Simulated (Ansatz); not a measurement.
W under a change: pressure 9 GPa

The reference is W in the bcc (W type) structure (space group Im-3m, No. 229; a = 3.135 Å).

The change: a hydrostatic pressure of 9 GPa.

Computed with DFT with LDA, PAW potentials and a 420 eV plane-wave cutoff in Ansatz (a program for electronic structure), no spin-orbit coupling. Settings: 21×21×21 k-points, 0.05 eV Fermi–Dirac smearing.

The volume per atom falls by 0.388 Å³ to 15.03 Å³ and the density increases by 0.51 g/cm³, from 19.81 g/cm³ to 20.32 g/cm³. The lattice parameter a decreases by 0.0265 Å, from 3.135 Å to 3.109 Å and the enthalpy H = E + PV relative to the base's energy comes out as +0.85 eV/atom. The band gap stays zero.

Load acts through the strain it causes; cell and atoms are relaxed under it. Whether these cells are dynamically stable was not tested. No other phases were tried under pressure. All final runs are without spin polarisation.
